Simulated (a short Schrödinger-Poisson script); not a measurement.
# MOS inversion layer, SiO2 on p-type Si(100)

System: MOS inversion layer, SiO2 on p-type Si(100), at 400 K.

| layer | material | thickness (nm) | Na (cm⁻³) |
|---|---|---|---|
| 1 | SiO2 | 3.5 | - |
| 2 | Si | 1600 | 6.8e16 |

Constants are typed, rounded textbook-type inputs, not results; the design itself was drawn at random and stands for no fabricated device. SiO2: permittivity 3.9, conduction-band edge (eV) 3.15, gap (eV) 9, electron mass (mₑ) 0.5. Si: permittivity 11.7, conduction-band edge (eV) 0, gap (eV) 1.124, Nv at 300 K (cm⁻³) 3.1e19.

Channel valleys (confinement mass, in-plane density-of-states mass, number): Δ2 0.916, 0.19, 2; Δ4 0.19, 0.417, 4. At the gate the conduction-band edge of layer 1 lies 3.33 eV − eVg above the Fermi level of the channel; the field vanishes at the back. Gaps are held at their typed values at every temperature. Mesh 0.03 nm at interfaces.

Solved with a short Schrödinger-Poisson script written for these runs: 1D Poisson equation in equilibrium, electrons quantum, Hartree (BenDaniel-Duke, 12 states a valley, the channel's in-plane mass for all, wave functions free to enter the dielectric), parabolic valleys, classical holes, full ionisation, no traps, pinning or gate leakage.

| Vg (V) | electrons (cm⁻²) | C (μF/cm²) | Δ2 E0 (meV) | Δ2 E1 (meV) | Δ4 E0 (meV) | Δ4 E1 (meV) |
|---|---|---|---|---|---|---|
| -0.3 | 1.18e6 | 0.120 | 594.6 | 617.8 | 613.5 | 651.6 |
| -0.15 | 4.17e7 | 0.102 | 465.5 | 492.0 | 487.0 | 530.7 |
| 0 | 1.71e9 | 0.0965 | 333.8 | 362.9 | 357.2 | 405.6 |
| 0.15 | 5.78e10 | 0.245 | 209.2 | 241.2 | 234.8 | 287.5 |
| 0.3 | 4.25e11 | 0.580 | 135.7 | 173.0 | 165.4 | 223.5 |
| 0.45 | 1.03e12 | 0.710 | 100.2 | 144.0 | 134.8 | 198.5 |
| 0.6 | 1.72e12 | 0.768 | 77.9 | 127.9 | 117.1 | 185.7 |
| 0.75 | 2.45e12 | 0.802 | 61.6 | 117.4 | 105.1 | 178.0 |
| 0.9 | 3.21e12 | 0.823 | 48.7 | 109.9 | 96.1 | 172.7 |
| 1.05 | 3.99e12 | 0.839 | 38.0 | 104.1 | 88.9 | 168.8 |
| 1.2 | 4.78e12 | 0.851 | 28.8 | 99.5 | 82.9 | 165.9 |
| 1.35 | 5.58e12 | 0.860 | 20.6 | 95.7 | 77.8 | 163.6 |
| 1.5 | 6.39e12 | 0.868 | 13.3 | 92.6 | 73.4 | 161.7 |
| 1.65 | 7.20e12 | 0.874 | 6.6 | 89.8 | 69.4 | 160.1 |
| 1.8 | 8.02e12 | 0.879 | 0.5 | 87.4 | 65.8 | 158.8 |
| 1.95 | 8.85e12 | 0.883 | -5.3 | 85.3 | 62.4 | 157.6 |
| 2.1 | 9.68e12 | 0.887 | -10.7 | 83.5 | 59.4 | 156.6 |
| 2.25 | 1.05e13 | 0.891 | -15.8 | 81.8 | 56.5 | 155.7 |
| 2.4 | 1.13e13 | 0.894 | -20.7 | 80.3 | 53.8 | 155.0 |
| 2.55 | 1.22e13 | 0.896 | -25.3 | 78.9 | 51.3 | 154.3 |
| 2.7 | 1.30e13 | 0.899 | -29.8 | 77.6 | 48.8 | 153.7 |

Subbands count from the Fermi level.
